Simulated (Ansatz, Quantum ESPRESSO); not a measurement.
## Ba4As2O (I4/mmm, 7 atoms in the cell) computed with different codes at matched settings

Self-consistent single point, at a second geometry (lattice scaled by 0.98). First geometry:

```
Ba4As2O
1.0
   -2.54255     2.54255     8.50640
    2.54255    -2.54255     8.50640
    2.54255     2.54255    -8.50640
Ba As O
4 2 1
Cartesian
  0.00000   0.00000  11.49027
  0.00000   0.00000   5.52253
  0.00000   2.54255   0.00000
  2.54255   0.00000   0.00000
  0.00000   0.00000  14.70552
  0.00000   0.00000   2.30728
  0.00000   0.00000   8.50640
```

Shared settings, as Ansatz (an electronic-structure program) writes them: kpoints.mp_grid.grid = 4 4 4; scf.occupations.method = fixed. Potentials and cutoffs stand in the table.

| code | model | ΔF from the first geometry (meV/atom) | pressure (GPa) | largest force (eV/Å) | gap on the mesh (eV) | cutoff |
|---|---|---|---|---|---|---|
| Quantum ESPRESSO | LDA (PZ), GBRV 1.5 ultrasoft (LDA) pseudopotentials | 12.3 | 2.66 | 0.053 | 0.365 | 40 Ry |
| Ansatz | LDA (PW92), PAW files made with PBE | 5.0 | 1.94 | 0.061 | 0.381 | 420 eV |

Gaps are read on the mesh.

The spread over the programs that give each value: ΔF from the first geometry within 7.3 meV/atom; pressure within 0.72 GPa; largest force within 0.008 eV/Å; gap on the mesh within 0.016 eV.

Ansatz's pressure is given at a fixed set of plane waves, as the other plane-wave codes print theirs; with its correction for the finite basis it is 2.01 GPa. The same LDA comes in different parametrisations, which differ slightly.

The starting cell comes from a database of computed structures (which also holds hypothetical and non-ambient phases and stackings), without a prior relaxation at this level. Its lattice was rescaled by a random factor within 2.5 % of one. For this run, on top of that: lattice scaled by 0.98.

Keys are those of Ansatz 0.2.
